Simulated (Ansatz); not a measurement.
The starting structures come from a database of crystals and need not be the phases stable at ambient conditions.

The decay constant κ of evanescent states in the gap governs leakage through a thin film.

```yaml
crystal:
  lattice:
    - [4.58697, 0.00000, 0.00000]
    - [0.00000, 8.62558, 0.00000]
    - [0.00000, 0.01333, 5.01348]
  atoms:
    - { symbol: Ba, position: [0.75711, 0.66211, 0.24560] }
    - { symbol: Ba, position: [0.25711, 0.33789, 0.75440] }
    - { symbol: Ga, position: [0.17028, 0.85716, 0.74347] }
    - { symbol: Ga, position: [0.67028, 0.14284, 0.25653] }
    - { symbol: H, position: [0.82490, 0.84365, 0.74418] }
    - { symbol: H, position: [0.32490, 0.15635, 0.25582] }
    - { symbol: H, position: [0.27349, 0.75264, 0.98911] }
    - { symbol: H, position: [0.77349, 0.24736, 0.01089] }
    - { symbol: H, position: [0.27244, 0.77114, 0.47878] }
    - { symbol: H, position: [0.77244, 0.22886, 0.52122] }
    - { symbol: H, position: [0.29270, 0.02562, 0.76043] }
    - { symbol: H, position: [0.79270, 0.97438, 0.23957] }
    - { symbol: H, position: [0.76059, 0.51709, 0.74647] }
    - { symbol: H, position: [0.26059, 0.48291, 0.25353] }
```

The cell is taken as given.

Transport runs along the normal of the first two printed cell vectors.

The gap is the functional's own. No spin-orbit coupling. Mid-gap values are those at the computed energy nearest the middle.

### Question
Estimate the band gap and the smallest decay constant κ at mid-gap that r2SCAN run with Ansatz (a quantum-chemistry and plane-wave program) returns for this system.

### Answer
Gap 3.64 eV on a 8×4×6 mesh; κ = 0.384 1/Å, at (0.250, 0.000) of the in-plane reciprocal vectors. At the zone centre the slowest state has κ = 0.41 1/Å.
